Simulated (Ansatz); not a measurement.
The parent structure is La$_{2}$O$_{3}$ (space group P-3m1, No. 164; a = 3.935 Å, c = 6.126 Å).

The values are results of Kohn–Sham DFT with the r2SCAN functional, run in Ansatz (a quantum-chemistry and plane-wave program) with PAW and 500 eV plane waves, without spin-orbit coupling, not measurements.

One change was made to it. Results:

| quantity | base | after |
|---|---|---|
| gap character | indirect, L → K | indirect, L → K |
| band gap | 4.23 eV | 4.23 eV |
| density | 6.58 g/cm³ | 6.70 g/cm³ |

**Question.** Which of these changes matches the shifts?
(A) pressure 4.5 GPa
(B) pressure 0.9 GPa
(C) pressure 2.1 GPa
(D) pressure 22.5 GPa
(E) pressure 9 GPa

**Answer.** C, pressure 2.1 GPa. For comparison, the density in the other runs: pressure 4.5 GPa gives 6.83 g/cm³; pressure 0.9 GPa gives 6.64 g/cm³; pressure 9 GPa gives 7.05 g/cm³; pressure 22.5 GPa gives 7.64 g/cm³.

Load acts through the strain it causes; cell and atoms are relaxed under it. No phonon test of stability was made. No other phases were tried under pressure.
